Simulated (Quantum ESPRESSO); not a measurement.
Quantum ESPRESSO run on MgSc (Pm-3m, 2 atoms in the cell): self-consistent single point.

Method of the run: LDA (PW92), PseudoDojo standard norm-conserving (LDA) pseudopotentials (plane waves; Quantum ESPRESSO).

The change in words: lattice scaled by 0.98. Reference geometry:
```yaml
crystal:
  lattice:
    - [3.66694, 0.00000, 0.00000]
    - [0.00000, 3.66694, 0.00000]
    - [0.00000, 0.00000, 3.66694]
  atoms:
    - { symbol: Mg, position: [0.00000, 0.00000, 0.00000] }
    - { symbol: Sc, position: [0.50000, 0.50000, 0.50000] }
```

Reference input (self-consistent single point, DFT, LDA (PW92), plane waves, PseudoDojo standard norm-conserving (LDA) pseudopotentials): ecutwfc = 85 Ry; occupations = smearing; smearing = fd; degauss = 0.0073499 Ry; potentials = {Mg: Mg.upf, Sc: Sc.upf}; K_POINTS = automatic 12 12 12 0 0 0; conv_thr = 1e-11 Ry; mixing_beta = 0.4. This run's input differs from it in these lines:

```diff
@@ -10,3 +10,3 @@
     ibrav = 1
-    celldm(1) = 6.92951232
+    celldm(1) = 6.79092169
     nat = 2
```

Output, abridged:

```
     Self-consistent Calculation

     iteration #  1     ecut=    85.00 Ry     beta= 0.40

     Threshold (ethr) on eigenvalues was too large:
     Diagonalizing with lowered threshold

     total energy              =    -215.29064451 Ry
     estimated scf accuracy    <       0.01173503 Ry

     iteration #  2     ecut=    85.00 Ry     beta= 0.40

     total energy              =    -215.29143318 Ry
     estimated scf accuracy    <       0.00218344 Ry

     iteration #  3     ecut=    85.00 Ry     beta= 0.40

     total energy              =    -215.29143557 Ry
     estimated scf accuracy    <       0.00054145 Ry

   [... 7 blocks of this kind left out ...]

     iteration # 11     ecut=    85.00 Ry     beta= 0.40

     total energy              =    -215.29146146 Ry
     estimated scf accuracy    <          1.4E-11 Ry

     iteration # 12     ecut=    85.00 Ry     beta= 0.40
     End of self-consistent calculation

     the Fermi energy is     7.3449 ev

!    total energy              =    -215.29146146 Ry
     estimated scf accuracy    <          2.2E-13 Ry
     smearing contrib. (-TS)   =      -0.00587558 Ry
     internal energy E=F+TS    =    -215.28558588 Ry

     convergence has been achieved in  12 iterations

     Forces acting on atoms (cartesian axes, Ry/au):

     atom    1 type  1   force =     0.00000000    0.00000000    0.00000000
     atom    2 type  2   force =     0.00000000    0.00000000    0.00000000

     Total force =     0.000000     Total SCF correction =     0.000000

          total   stress  (Ry/bohr**3)                   (kbar)     P=      -32.69
  -0.00022221   0.00000000   0.00000000          -32.69        0.00        0.00
   0.00000000  -0.00022221   0.00000000            0.00      -32.69        0.00
   0.00000000   0.00000000  -0.00022221            0.00        0.00      -32.69

   JOB DONE.
```

The run converged in 12 iterations. Against the reference run the free energy falls by 40.4 meV/atom and the pressure goes from -5.55 to -3.27 GPa.

The starting cell comes from a database of computed structures (which also holds hypothetical and non-ambient phases and stackings), without a prior relaxation at this level. Its lattice was rescaled by a random factor within 2.5 % of one. For this run, on top of that: lattice scaled by 0.98. With a pressure of about -3 GPa the cell is away from its equilibrium volume at this level.

Cost on one core of a shared machine: roughly 50 s.
